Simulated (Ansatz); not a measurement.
## Si, pressure series

Consider Si in the diamond structure (space group Fd-3m, No. 227).

Space group Fd-3m, origin choice 1 (No. 227); a = 5.4441 Å, b = 5.4441 Å, c = 5.4441 Å, α = 90.00°, β = 90.00°, γ = 90.00°

```tsv
atom	site	symmetry	x	y	z
Si	8a	-43m	0.0000	0.0000	0.0000
```
(The calculation used a cell of 2 atoms; values per cell refer to that cell.)

Cell and atoms are relaxed at each pressure.

Level of theory: r2SCAN (Ansatz, a program for electronic structure), no spin-orbit coupling, earlier PAW set.

Two rows of this table had their results exchanged by mistake.

| pressure | volume per atom (Å³) | shortest distance (Å) | band gap |
|---|---|---|---|
| pressure −2 GPa | 13.04 | 2.038 | zero |
| pressure −1 GPa | 20.38 | 2.366 | 0.79 eV |
| pressure 3 GPa | 19.59 | 2.335 | 0.72 eV |
| pressure 7 GPa | 18.93 | 2.308 | 0.66 eV |
| pressure 15 GPa | 17.88 | 2.264 | 0.54 eV |
| pressure 30 GPa | 16.45 | 2.203 | 0.34 eV |
| pressure 50 GPa | 15.12 | 2.142 | 0.11 eV |
| pressure 75 GPa | 13.93 | 2.084 | zero |
| pressure 100 GPa | 20.61 | 2.374 | 0.81 eV |

Task: Which two?

Result: The rows for pressure −2 GPa and pressure 100 GPa: the volume has to fall steadily with pressure, so 20.61 Å³ belongs to pressure −2 GPa and 13.04 Å³ to pressure 100 GPa.

A case with no gap was solved on a k-mesh chosen for an insulator, which is coarse for it. Load acts through the strain it causes; cell and atoms are relaxed under it. No phonon test of stability was made. Measured, Si leaves this structure (for the β-tin structure) near 12 GPa (room temperature; as listed in arXiv:1906.07825). A zero or small gap of Si under pressure 50 GPa and Si under pressure 75 GPa can be the functional's error rather than a property of the material.
